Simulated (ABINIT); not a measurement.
**Pressure against volume in fcc Al (space group 225) (ABINIT, PBEsol)**

```
Al
1.0
    0.00000     1.96620     1.96620
    1.96620     0.00000     1.96620
    1.96620     1.96620     0.00000
Al
1
Cartesian
  0.00000   0.00000   0.00000
```

Method of the run: PBEsol, norm-conserving pseudopotentials (PseudoDojo nc-sr-04 PBEsol standard) (plane waves; ABINIT). Settings: pseudos = [Al.upf]; ecut = 52 Ry; occopt = 3; tsmear = 0.00183747 Ha; ngkpt = 25 25 25; nshiftk = 1; shiftk = 0 0 0; potentials = PseudoDojo nc-sr-04 PBEsol standard; nband = 7; kptopt = 1; nstep = 100; tolvrs = 1e-10. The cell above is the first row's. The rows scale it uniformly. In all rows the k mesh is held.

| V (Å^3/atom) | P (GPa) |
|---|---|
| 15.203 | 5.76 |
| 15.533 | 3.54 |
| 15.863 | 1.56 |
| 16.194 | -0.22 |
| 16.524 | -1.81 |
| 16.855 | -3.23 |
| 17.185 | -4.49 |
| 17.516 | -5.60 |
| 17.846 | ? |

Fit P of the 8 rows that show it with a cubic. With u = V - 16.4, the rows have u = -1.1970, -0.8670, -0.5370, -0.2060, 0.1240, 0.4550, 0.7850, 1.1160. Least squares gives P = -1.237 - 4.7409·u + 0.8283·u² - 0.0769·u³. Residuals (row less fit): 0.003, -0.006, 0.000, 0.005, 0.002, 0.000, -0.005, 0.003; standard error 0.005 (degrees of freedom: 4). The fitted pressure is zero at V0 = 16.15, where dP/dV = -5.169, so B0 = -V0·dP/dV = 83.5 GPa.

Problem. What does the fit predict for P at V = 17.846, and how far is the calculated value from it?

Solution. u = 1.4460, so P = -1.237 - 4.7409 × 1.4460 + 0.8283 × 1.4460² - 0.0769 × 1.4460³ = -6.593 GPa. The calculation gives -6.59 GPa, which the fit meets to the printed digits. The row lies outside the fitted rows, so this is an extrapolation. From the scatter of the fitted rows alone, a prediction at this place has a standard error of 0.014 GPa, so the miss is 0.2 times that.

Carrying the step between the two nearest rows on in a straight line would have given -6.71, off by 0.12; series whose last step already gives the withheld value aren't shown. The scan was laid around a cell of about the measured size, scaled by a guess for this functional. Cutoffs and mesh are single choices, not tested for convergence of this quantity. Series with a scatter that would blur these digits, or in which a gap closes, are not shown.
